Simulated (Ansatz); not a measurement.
Results of PBEsol in Ansatz (plane waves, PAW) for MoS2 (R3m, No. 160, 3 atoms in the cell; start mp-1434; a measured phase of this formula has another space group).

Numerical settings: plane-wave cutoff 520 eV, 12×12×12 k mesh, Fermi–Dirac smearing 0.01 eV, no spin polarisation, scalar-relativistic PAW data made under PBE.

Cell (relaxed at this level):

```xyz
3
Lattice="1.5716 0.9073 6.2857 -1.5716 0.9073 6.2857 0.0000 -1.8147 6.2857" Properties=species:S:1:pos:R:3 pbc="T T T"
Mo     0.0000     0.0000    18.8529
S      0.0000     0.0000     7.8398
S      0.0000     0.0000     4.7237
```

### Question
What does this level give for the band gap and Γ–Γ gap?

### Answer

- band gap = 1.01 eV (on the SCF k mesh)
- Γ–Γ gap = 3.38 eV

Note: the relaxation could not lower the start's symmetry, so the cell can be a saddle point above a distorted one; the cell has widely spaced layers and the level no dispersion term, so their spacing and the moduli can rest on weak binding.

Spin–orbit coupling is not included.

The computed numbers hold no vibrational or temperature effects.

Cost on a shared machine: roughly 4 core-minutes.

A start named mp-… is a Materials Project structure, which need not be a measured phase.

Ansatz is a program for electronic structure.
